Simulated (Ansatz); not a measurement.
How far PBE and PBEsol part for CuI, Cu → Sn

Start from CuI in the zinc blende structure (space group F-43m, No. 216; a = 6.078 Å).

(Cell as relaxed with PBE.)

Levels (all Ansatz, a quantum-chemistry and plane-wave program, PAW, earlier PAW set): PBE (420 eV, scalar-relativistic without spin-orbit coupling); PBEsol (420 eV, no spin-orbit coupling).

Each level relaxes its own structure.

```tsv
base	PBE	PBEsol
volume per atom	28.06 Å³	26.19 Å³
lattice parameter a	6.078 Å	5.939 Å
band gap	1.10 eV	1.17 eV
```

Perturbation: full substitution Cu → Sn, then cell and atoms are relaxed.

```json
[
 {"quantity": "band gap", "PBE": "zero", "PBEsol": "zero"},
 {"quantity": "shortest interatomic distance", "PBE": "3.245 Å", "PBEsol": "3.171 Å"}
]
```

PBE's shortest interatomic distance lies 0.0750 Å above PBEsol's (2.4 %); the two agree on the band gap. Neither level is exact; PBEsol is the comparison here, not a measurement.

With I present, leaving out spin-orbit coupling can change the band edges. Whether these cells are dynamically stable was not tested. As relaxed here, SnI is a hypothetical phase, not in the database extracts checked. All final runs are without spin polarisation. An odd electron count without spin: SnI.
